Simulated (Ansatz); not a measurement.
## CdSe, response to strain

Take CdSe in the wurtzite structure (space group P6_3mc, No. 186) as the base.

```yaml
crystal:
  lattice:
    - [4.38288, 0.00000, 0.00000]
    - [-2.19144, 3.79568, 0.00000]
    - [0.00000, 0.00000, 7.15467]
  atoms:
    - { symbol: Cd, position: [0.66667, 0.33333, 0.00047] }
    - { symbol: Cd, position: [0.33333, 0.66667, 0.50047] }
    - { symbol: Se, position: [0.66667, 0.33333, 0.62473] }
    - { symbol: Se, position: [0.33333, 0.66667, 0.12473] }
```

Strains are applied to the cell and any free atomic positions relax.

The values are results of Ansatz (an electronic-structure program), PBE, PAW, cutoff 420 eV, no spin-orbit coupling, earlier PAW set, not measurements.

Notes on the quantities. energy relative to the base: free energy F.

```tsv
isotropic strain (%)	energy relative to the base (meV/atom)
-2.1	17.8
-1.01	4.0
-0.65	?
0	0.0
2.78	26.0
```

Problem. Fit ΔE = Aε² + Bε³ (ε in %) to the rows shown and predict the withheld row.

Solution. Least squares on the printed values gives A = 3.75 and B = -0.14 meV/atom (largest residual 0.0 meV/atom); this predicts 1.6 meV/atom, and the run gives 1.6 meV/atom, in agreement.

Stability against distortions was not tested.
